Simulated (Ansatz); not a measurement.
Take TlBiS2 (space group R-3m, No. 166; a = 4.0847 Å, c = 21.7036 Å (hexagonal axes)) as the base.

One thing is altered: every lattice vector is stretched by 1.00 %; the atoms relax in the strained cell.

Method: PBEsol (Ansatz, an electronic-structure program; PAW; 420 eV plane waves; scalar-relativistic without spin-orbit coupling).

Base, band edges from the VBM (valence, conduction): Γ 0.00, 0.16; F -0.22, 0.29; S₂ -1.08, 1.65; S₀ -1.08, 1.65; L -2.17, 2.26; H₀ -1.43, 2.19; H₂ -1.43, 2.19; T -0.78, 1.19 eV.

Q: Give the band edges at the high-symmetry points of the new zone, measured from its valence-band maximum.

A: 
```
point  valence edge (eV)  conduction edge (eV)
-----  -----------------  --------------------
Γ                   0.00                  0.26
T                  -0.66                  1.21
H₂                 -1.24                  2.31
H₀                 -1.24                  2.31
L                  -1.95                  2.34
S₀                 -0.94                  1.79
S₂                 -0.94                  1.79
F                  -0.19                  0.45
```

The gap is 0.26 eV, direct at Γ.

Spin-orbit coupling, missing from the scalar runs, can matter with Bi and Tl. Whether these cells are dynamically stable was not tested. A zero or small gap of TlBiS2 can be the functional's error rather than a property of the material.
